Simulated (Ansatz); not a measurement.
**Effect of isotropic strain +0.50 % on Be2C**

Base system: Be$_{2}$C (space group Fm-3m, No. 225; a = 4.311 Å).

One thing is altered: an isotropic linear strain of +0.50 %, atoms relaxed at fixed cell.

Calculations: DFT with PBEsol, PAW potentials and a 420 eV plane-wave cutoff in Ansatz (a first-principles code), spin-orbit coupling left out. k-mesh 13×13×13 (Γ-centred); smearing 0.05 eV (Fermi–Dirac).

```csv
quantity,base,changed,shift
volume per atom,6.67 Å³,6.78 Å³,+0.101 Å³
shortest interatomic distance,1.867 Å,1.876 Å,+0.009 Å
energy relative to the base (free energy F),0 meV/atom,+0.9 meV/atom,+0.9 meV/atom
pressure,0.01 GPa,-2.99 GPa,-3.00 GPa
band gap,1.08 eV,1.07 eV,-0.01 eV
gap character,"indirect, Γ → X","indirect, Γ → X",–
smallest direct gap,4.12 eV,4.09 eV,-0.03 eV
width of the top valence band,5.96 eV,5.91 eV,-0.056 eV
electron mass,"0.70 mₑ along k, 0.23 mₑ across (at X)","0.69 mₑ along k, 0.23 mₑ across (at X)",–
```

Final structure:

```xyz
3
Lattice="0.0000 2.1661 2.1661 2.1661 0.0000 2.1661 2.1661 2.1661 0.0000" Properties=species:S:1:pos:R:3 pbc="T T T"
Be     1.0830     1.0830     1.0830
Be     3.2491     3.2491     3.2491
C      0.0000     0.0000     0.0000
```

Effective masses come from finite differences of ±0.01 Å⁻¹. Along k means along the line from Γ to the band edge. No phonon test of stability was made.
